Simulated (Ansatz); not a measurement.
Checking a run of Ansatz (a program for electronic structure) on KRb3 (I4/mmm, 4 atoms in the cell). The aim is a self-consistent single point with DFT, PBEsol, plane waves, default PAW files made with PBE.

Cell that was meant: a = 7.9940 Å, b = 7.9940 Å, c = 7.9940 Å, α = 120.46°, β = 120.46°, γ = 89.21°.

Part of the input:

Ansatz 0.2 input:
```yaml
# KRb3
crystal:
  lattice:
    - [-7.50115600, 7.50115600, 10.75498300]
    - [7.50115600, -7.50115600, 10.75498300]
    - [7.50115600, 7.50115600, -10.75498300]
  atoms:
    - { symbol: K, position: [0.00000000, 0.00000000, 0.00000000] }
    - { symbol: Rb, position: [0.75000000, 0.25000000, 0.50000000] }
    - { symbol: Rb, position: [0.25000000, 0.75000000, 0.50000000] }
    - { symbol: Rb, position: [0.50000000, 0.50000000, 0.00000000] }
kpoints:
  mp_grid: { grid: [6, 6, 6] }
hamiltonian:
```

The program printed (abridged):

```
WARN basis.ecutwfc = 420 eV, the default
WARN ansatz: RAYON_NUM_THREADS=1 ignored (pool sized by the plan → 1); use --threads N
   [... lines left out ...]
PAW frozen core: Rb, regenerated for the run's functional, and the local potential with it
Initial density: superposition of atomic densities (neutral atoms: chi_scale 0, normalization atom), corrected by the library's trained network
Initial wavefunctions: pseudopotential atomic-orbital guess
Eigensolver: davidson
Functional: x = pbesol(κ = 0.804, μ = 0.12345679012345678), c = pbesol(β = 0.046)
SCF iter   1: F=—  HF=-11163.401365 eV  |F-HF|=—  |Δ(HF+E_count)|=         —  Δρ=4.62e-4  dr2=8.68e-2  ethr=1.77e-3  ⟨swp⟩=6.4  Hψ=2861  notcnv=0
all-band conjugate gradients solve this SCF's bands
preconditioner: auto → LDOS
SCF iter   2: F=—  HF=-11163.409244 eV  |F-HF|=—  |Δ(HF+E_count)|=   7.88e-3  S|Δr|=    0.00e0  Δρ=1.76e-4  dr2=9.43e-3  ethr=2.41e-4  ⟨swp⟩=2.0  Hψ=997  notcnv=0
   [... lines left out ...]
SCF iter   6: F=—  HF=-11163.409538 eV  |F-HF|=—  |Δ(HF+E_count)|=   4.48e-6  S|Δr|=    0.00e0  Δρ=2.69e-6  dr2=4.35e-6  ethr=2.35e-8  ⟨swp⟩=2.7  Hψ=1284  notcnv=0
SCF iter   7: F=—  HF=-11163.409540 eV  |F-HF|=—  |Δ(HF+E_count)|=   1.05e-6  S|Δr|=    0.00e0  Δρ=1.43e-6  dr2=2.73e-7  ethr=1.21e-8  ⟨swp⟩=3.0  Hψ=845  notcnv=0
SCF iter   8: F=-11163.409540 eV  HF=-11163.409540 eV  |F-HF|=4.28e-9  |Δ(HF+E_count)|=   1.58e-7  S|Δr|=    0.00e0  Δρ=6.46e-7  dr2=8.19e-8  ethr=2.78e-10  ⟨swp⟩=14.2  Hψ=3735  notcnv=0
SCF 1 converged in 8 iterations: F = -11163.409540 eV  dr2 = 8.19e-8
Stability not checked (fill_not_monotonic)
Free energy (F): -11163.409540 eV
Internal energy: -11163.132700 eV  (E = F + TS)
E sigma→0 (E₀):  -11163.317260 eV
Entropy (-TS):   -0.276840 eV (-69.210 meV/atom)
Fermi energy:    -1.513617 eV
--- Forces (eV/Å), atoms counted from 1 ---
  atom   1  K      0.00000000     0.00000000     0.00000000
   [... zero for the other atoms too ...]
--- Stress (GPa, compression-positive) ---
       -0.041404       0.000000       0.000000
        0.000000      -0.041404       0.000000
        0.000000       0.000000      -0.041427
  P = ⅓ Tr σ = -0.0414 GPa (-0.414 kbar)
  The stress holds the Pulay correction. Without it, at fixed plane waves, as pw.x and ABINIT print it: P = -0.0415 GPa
```

Problem. Can these results be used? Check the input.

Solution. The run is not sound. The fault is this: lattice typed in bohr, read as angstrom. 1 bohr is 0.529 Å, so a mix-up scales every length by 1.89 or 0.529 and the volume by 6.75 or 0.148. To fix it, give the lengths in the unit that the key or card expects. The run converged in 8 iterations without an error; against the sound input the free energy rises by 891 meV/atom and the pressure goes from -0.23 to -0.04 GPa.

An input that runs soundly differs in these lines (not the only fix; some lines may just follow from the change or write a value another way):
```diff
-    - [-7.50115600, 7.50115600, 10.75498300]
-    - [7.50115600, -7.50115600, 10.75498300]
-    - [7.50115600, 7.50115600, -10.75498300]
+    - [-3.96944100, 3.96944100, 5.69129200]
+    - [3.96944100, -3.96944100, 5.69129200]
+    - [3.96944100, 3.96944100, -5.69129200]
```

With that input, the run converged in 6 iterations: free energy E − TS (on the zero of these files) -11166.9744 eV; Fermi level (on the code's own zero) 1.71 eV; pressure -0.23 GPa (DFT, PBEsol, plane waves, default PAW files made with PBE).

On the sound input: the starting cell comes from a database of computed structures (which also holds hypothetical and non-ambient phases and stackings), without a prior relaxation at this level. Its lattice was rescaled by a random factor within 2.5 % of one. Ansatz's pressure includes its estimate of the finite-basis (Pulay) stress.
